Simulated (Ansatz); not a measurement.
PBE against r2SCAN: Y, pressure −2 GPa

Base system: Y in the hcp (Mg type) structure (space group P6_3/mmc, No. 194; a = 3.656 Å, c = 5.679 Å).

(Cell as relaxed with PBE.)

Levels (all Ansatz, an electronic-structure program, PAW): PBE (420 eV, spin-orbit coupling left out); r2SCAN (500 eV, scalar-relativistic without spin-orbit coupling).

Each level relaxes its own structure.

```
base                      PBE    r2SCAN
-------------------  --------  --------
volume per atom      32.86 Å³  33.46 Å³
lattice parameter a   3.656 Å   3.683 Å
band gap                 zero      zero
```

Now apply this change: a negative pressure, −2 GPa.

```
quantity                           PBE   r2SCAN
-----------------------------  -------  -------
shortest interatomic distance  3.602 Å  3.623 Å
c/a ratio                        1.554    1.552
```

PBE's shortest interatomic distance lies 0.021 Å below r2SCAN's (0.6 %); PBE's c/a ratio lies 0.002 above r2SCAN's. Neither level is exact; r2SCAN is the comparison here, not a measurement.

Load acts through the strain it causes; cell and atoms are relaxed under it. Stability against distortions was not tested. All final runs are without spin polarisation.
